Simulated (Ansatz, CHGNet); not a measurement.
For L1₀ (CuAu-type) CuAu, the machine-learned potential CHGNet 0.3.0 (trained on PBE and PBE+U data) gives:

lattice constant a: 2.918 Å
c axis length: 3.516 Å
elastic constant C44: 21.3 GPa
Voigt–Reuss–Hill shear modulus: 17.2 GPa
formation enthalpy: -0.052 eV/atom

Question: What does r²SCAN (plane waves, PAW; Ansatz, a first-principles code) give for the same quantities?

Answer: 
- lattice constant a: 2.847 Å (falls by 2.4 %)
- lattice parameter c: 3.586 Å (grows by 2.0 %)
- elastic constant C44: 65.5 GPa (grows by 210 %)
- Voigt–Reuss–Hill shear modulus: 28.7 GPa (rises by 67 %)
- formation enthalpy: -0.054 eV/atom (moves by -0.002 eV/atom)

For comparison: lattice constant a 2.8 Å (measured, temperature not stated, not corrected to a static lattice; as tabulated in Nepal et al. (2019), arXiv:1905.09348); lattice parameter c 3.67 Å (measured, temperature not stated, no zero-point or thermal correction; as tabulated in Mehl et al. (2016), arXiv:1607.02532); formation enthalpy -0.093 eV/atom (measured, 320 K, no zero-point or thermal correction; as tabulated in Nepal et al. (2019), arXiv:1905.09348).

Changes are worked out from the printed values.

Unless a cell is named, each level is at its own relaxed cell (CHGNet 0.3.0 14.97, r²SCAN 14.53 Å³/atom).

Levels without +SOC leave out spin–orbit coupling, which shifts energies and cells of such heavy elements.

Ansatz's density-functional and Hartree–Fock values are scalar-relativistic unless marked +SOC, with PAW data made under PBE.
